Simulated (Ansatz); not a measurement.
Base system: Ti in the hcp (Mg type) structure (space group P6_3/mmc, No. 194; a = 2.936 Å, c = 4.637 Å).

Method: plane-wave PAW DFT at the r2SCAN level (Ansatz, a program for electronic structure, 500 eV), no SOC.

Before the change:

| Property | Value |
|---|---|
| Volume per atom | 17.31 Å³ |
| c/a ratio | 1.579 |

One thing is altered: full substitution Ti → Zr, then cell and atoms are relaxed.

Tabulated Pauling electronegativity and covalent radius: Ti 1.54, 1.60 Å; Zr 1.33, 1.75 Å.

### Question
Estimate the effect on the volume per atom and c/a ratio.

### Answer
The volume per atom goes up by 6.195 Å³, from 17.31 Å³ to 23.50 Å³; the c/a ratio grows by 0.0074, from 1.579 to 1.587.

No phonon test of stability was made. All final runs are without spin polarisation.
